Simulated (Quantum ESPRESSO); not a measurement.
Several settings converged on Cu3Sn (I4mm, 4 atoms in the cell)

```yaml
crystal:
  lattice:
    - [0.00000, 3.06761, 3.06761]
    - [3.06761, 0.00000, 3.06761]
    - [3.06761, 3.06761, 0.00000]
  atoms:
    - { symbol: Cu, position: [0.50815, 0.50815, 0.49185] }
    - { symbol: Cu, position: [0.75000, 0.75000, 0.75000] }
    - { symbol: Cu, position: [0.25000, 0.25000, 0.25000] }
    - { symbol: Sn, position: [0.00000, 0.00000, 0.00000] }
```

Base method: LDA (PZ), PSlibrary PAW (LDA) pseudopotentials (plane waves; Quantum ESPRESSO 7.5).

Base settings: ecutwfc = 55 Ry; ecutrho = 330 Ry; occupations = smearing; smearing = fd; degauss = 0.0073499 Ry; potentials = {Cu: Cu.pz-dn-kjpaw_psl.1.0.0.UPF, Sn: Sn.pz-dn-kjpaw_psl.1.0.0.UPF}; K_POINTS = automatic 4 4 4 0 0 0; conv_thr = 1e-09 Ry; mixing_beta = 0.4.

The count of work is k-points × plane waves × bands × iterations; it is no time. Core times come from one kind of shared machine, to one figure; runs under 30 s give none.

**Shifted k-point meshes**

Only quantities that move along the ladder and can be compared are tabulated.

| K_POINTS | free energy less the last step's (meV/atom) | pressure (GPa) | largest difference of a force vector from the last step's (eV/Å) | count of work / last | core time / last (rough) |
|---|---|---|---|---|---|
| automatic 2 2 2 1 1 1 | -47.16 | -11.91 | 0.015 | 0.015 | – |
| automatic 4 4 4 1 1 1 | -4.63 | -9.89 | 0.003 | 0.097 | 0.1 |
| automatic 6 6 6 1 1 1 | 0.50 | -9.86 | 0.001 | 0.31 | 0.3 |
| automatic 8 8 8 1 1 1 | 0.11 | -9.79 | 0.001 | 0.70 | 0.9 |
| automatic 9 9 9 1 1 1 | 0.00 | -9.80 | 0.000 | 1.0 | 1 |

Coarsest K_POINTS that holds the free energy within 1 meV/atom of the last step, with all finer ones: automatic 6 6 6 1 1 1, at 0.31 of the last step's count of work and about 0.3 of the last step's time; the step before is off by 4.6 meV/atom.

Coarsest K_POINTS that holds the forces within 0.005 eV/Å of the last step, with all finer ones: automatic 4 4 4 1 1 1, at 0.097 of the last step's count of work and about 0.1 of the last step's time; the step before is off by 0.015 eV/Å.

Coarsest K_POINTS that holds the pressure within 0.1 GPa of the last step, with all finer ones: automatic 4 4 4 1 1 1, at 0.097 of the last step's count of work and about 0.1 of the last step's time; the step before is off by 2.1 GPa.

**The k-point mesh at a smearing width of 0.05 eV**

In this ladder: degauss = 0.0036749 Ry.

Only quantities that move along the ladder and can be compared are tabulated.

```csv
K_POINTS,free energy less the last step's (meV/atom),pressure (GPa),largest difference of a force vector from the last step's (eV/Å),count of work / last,core time / last (rough)
automatic 3 3 3 0 0 0,66.76,-10.02,0.043,0.033,–
automatic 5 5 5 0 0 0,0.40,-10.13,0.006,0.11,0.1
automatic 7 7 7 0 0 0,2.36,-9.87,0.006,0.25,0.2
automatic 10 10 10 0 0 0,-0.91,-9.77,0.001,0.63,0.4
automatic 12 12 12 0 0 0,0.00,-9.90,0.000,1.0,1
```

Coarsest K_POINTS that holds the forces within 0.005 eV/Å of the last step, with all finer ones: automatic 10 10 10 0 0 0, at about 0.4 of the last step's time; the step before is off by 0.006 eV/Å.

Coarsest K_POINTS that holds the pressure within 0.2 GPa: not settled: the last two steps still differ by 0.14 GPa, over half the tolerance, so the ladder does not show it.

Coarsest K_POINTS that holds the free energy within 5 meV/atom of the last step, with all finer ones: automatic 5 5 5 0 0 0, at 0.11 of the last step's count of work and about 0.1 of the last step's time; the step before is off by 67 meV/atom.

**The SCF threshold**

The mesh stays at the base's, so the ladder's end is converged at best in this setting alone.

Only quantities that move along the ladder and can be compared are tabulated.

```csv
conv_thr,free energy less the last step's (meV/atom),largest difference of a force vector from the last step's (eV/Å),count of work / last
0.0073 Ry,3.76,0.210,0.21
7.3e-05 Ry,0.05,0.013,0.43
7.3e-07 Ry,0.00,0.003,0.57
7.3e-09 Ry,0.00,0.000,0.71
1e-09 Ry,0.00,0.000,0.79
7.3e-14 Ry,0.00,0.000,1.0
```

Coarsest conv_thr that holds the free energy within 0.5 meV/atom of the last step, with all finer ones: 7.3e-05 Ry, at 0.43 of the last step's count of work; the step before is off by 3.8 meV/atom.

Coarsest conv_thr that holds the forces within 0.005 eV/Å of the last step, with all finer ones: 7.3e-07 Ry; the step before is off by 0.013 eV/Å.

On the base run: the starting cell comes from a database of computed structures (which also holds hypothetical and non-ambient phases and stackings), without a prior relaxation at this level. Its lattice was rescaled by up to half a per cent. One atom was moved a little off its site on purpose. Spin polarisation is off. In the base run, with a pressure of about -11 GPa the cell is away from its equilibrium volume at this level. Without a gap this mesh is coarse (it stands for a supercell whose shortest vector is 17 Å).
